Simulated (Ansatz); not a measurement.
The starting structures come from a database of crystals and need not be the phases stable at ambient conditions.

 Where the default PAW files enter, the runs use the earlier of Ansatz's two default sets.

Here is the system:

```
CELL_PARAMETERS angstrom
      5.39756     0.00000     0.00000
     -1.49769     6.34162     0.00000
      0.00000     1.86295     4.48973
ATOMIC_POSITIONS crystal
  Sb 0.75000 0.00000 0.71409
  Sb 0.25000 0.00000 0.28591
  Sb 0.50000 0.50000 0.50000
  Sb 0.00000 0.50000 0.00000
  O  0.46697 0.18754 0.49331
  O  0.53303 0.81246 0.50669
  O  0.03303 0.81246 0.68085
  O  0.96697 0.18754 0.31915
  O  0.67470 0.38332 0.86122
  O  0.32530 0.61668 0.13878
  O  0.82530 0.61668 0.24454
  O  0.17470 0.38332 0.75546
```

Space group of this cell: C2/c. The cell is taken as given; by PBEsol its mean pressure is 1.8 GPa.

Transport runs along the normal of the first two printed cell vectors.

The gap is the functional's own, uncorrected, and κ follows it; spin-orbit coupling is left out. Mid-gap values are interpolated between the computed energies.

Q: Estimate the band gap and the smallest decay constant κ at mid-gap that Ansatz (a first-principles code) with PBEsol returns for this system.

A: Gap 2.32 eV on a 6×8×8 mesh; κ = 0.358 1/Å, at (0.000, 0.500) of the in-plane reciprocal vectors. At the zone centre, at the nearest computed energy, the slowest state has κ = 0.44 1/Å.
